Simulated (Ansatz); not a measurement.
What biaxial strain −1.50 %, plane normal [001], relaxed out of plane does to TiAl

Base system: TiAl (space group P4/mmm, No. 123; a = 2.796 Å, c = 4.038 Å; relaxed with 0.1 eV smearing). Axes: x, y, z lie along a, b, c of the conventional cell.

It is then changed as follows: biaxial strain −1.50 %, plane normal [001], relaxed out of plane (Cartesian); in-plane vectors clamped, the third vector and the atoms free.

Level of theory: Ansatz (a quantum-chemistry and plane-wave program), PBEsol, PAW, cutoff 420 eV, spin-orbit coupling left out. Γ-centred 21×21×14 mesh, Fermi–Dirac width 0.1 eV.

```
quantity                         base           changed  shift
-------------------  ----------------  ----------------  -----
space group          P4/mmm (No. 123)  P4/mmm (No. 123)      –
band gap                         zero              zero      –
out-of-plane strain                 –           +1.54 %      –
```

Final structure (turned so that z lies along the plane normal):

```
CELL_PARAMETERS angstrom
      2.75435     0.00000     0.00000
      0.00000     2.75435     0.00000
      0.00000     0.00000     4.10037
ATOMIC_POSITIONS crystal
  Ti 0.00000 0.00000 0.00000
  Al 0.50000 0.50000 0.50000
```

No phonon test of stability was made. All final runs are without spin polarisation.
